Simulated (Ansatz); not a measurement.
Band structure of ScCu3 (I4/mmm, 4 atoms in the cell).

```xyz
4
Lattice="-1.9044 1.9044 3.6192 1.9044 -1.9044 3.6192 1.9044 1.9044 -3.6192" Properties=species:S:1:pos:R:3 pbc="T T T"
Sc     0.0000     0.0000     0.0000
Cu     0.0000     1.9044     1.8096
Cu     1.9044     0.0000     1.8096
Cu     0.0000     0.0000     3.6192
```

Method of the run: PBEsol, PAW files made with PBE (plane waves; Ansatz, a quantum-chemistry and plane-wave program).

Settings: basis.ecutwfc = 420 eV; kpoints.mp_grid.grid = 10 10 10; hamiltonian.xc = pbesol; hamiltonian.pseudopotentials = {kind: paw} (the program's default PAW files); scf.occupations.method = fermi_dirac; scf.occupations.width = 0.136 eV; kpoints.band_path.npoints = 8.

The starting cell comes from a database of computed structures (which also holds hypothetical and non-ambient phases and stackings), without a prior relaxation at this level. Its lattice was rescaled by a random factor within 2.5 % of one. Spin polarisation is off.

Levels in eV from the Fermi level, bands 31 to 38:
```tsv
point	31	32	33	34	35	36	37	38
Γ	-2.57	-2.17	0.89	0.94	0.94	1.55	2.36	3.20
X	-2.52	-2.36	-0.90	-0.82	-0.25	-0.08	1.67	1.88
Y	-2.48	-2.22	-1.86	-1.12	-0.82	1.57	1.87	1.97
S	-2.56	-2.42	-2.10	-1.84	0.94	2.28	2.51	2.73
Z	-2.41	-2.35	-2.17	1.03	1.40	1.40	2.79	2.87
S1	-2.56	-2.42	-2.10	-1.84	0.94	2.28	2.51	2.73
N	-2.71	-2.34	-2.04	-0.67	0.81	2.29	2.46	2.61
P	-2.44	-2.41	-1.82	-0.78	-0.78	1.09	1.09	3.16
Y1	-2.48	-2.22	-1.86	-1.12	-0.82	1.57	1.87	1.97
```

Bands cross the Fermi level along this path, so the cell is metallic at this level.

Keys are those of Ansatz 0.2.
